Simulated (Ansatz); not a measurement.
# NbAgO3: pressure −2 GPa

Consider NbAgO₃ in the cubic perovskite structure (space group Pm-3m, No. 221; a = 3.950 Å; a cell from a computed database, its experimental status unchecked).

Modification: hydrostatic tension (pressure −2 GPa).

Calculations: plane-wave PAW DFT at the PBEsol level (Ansatz, an electronic-structure program, 420 eV), spin-orbit coupling left out, earlier PAW set. Γ-centred 8×8×8 mesh, Fermi–Dirac width 0.05 eV.

| quantity | base | changed | shift |
|---|---|---|---|
| volume per atom | 12.33 Å³ | 12.45 Å³ | +0.12 Å³ |
| density | 6.70 g/cm³ | 6.64 g/cm³ | -0.065 g/cm³ |
| lattice parameter a | 3.950 Å | 3.963 Å | +0.013 Å |
| shortest interatomic distance | 1.975 Å | 1.982 Å | +0.0065 Å |
| enthalpy H = E + PV relative to the base's energy | – | -0.15 eV/atom | – |
| band gap | 1.40 eV | 1.39 eV | -0.01 eV |
| gap character | indirect, M → X | indirect, M → X | – |
| smallest direct gap | 1.58 eV | 1.57 eV | -0.01 eV |
| width of the top valence band | 1.16 eV | 1.16 eV | -0.005 eV |

Load acts through the strain it causes; cell and atoms are relaxed under it. Whether these cells are dynamically stable was not tested. Many cubic perovskites are stable only at high temperature; tilts and polar distortions were not tested.
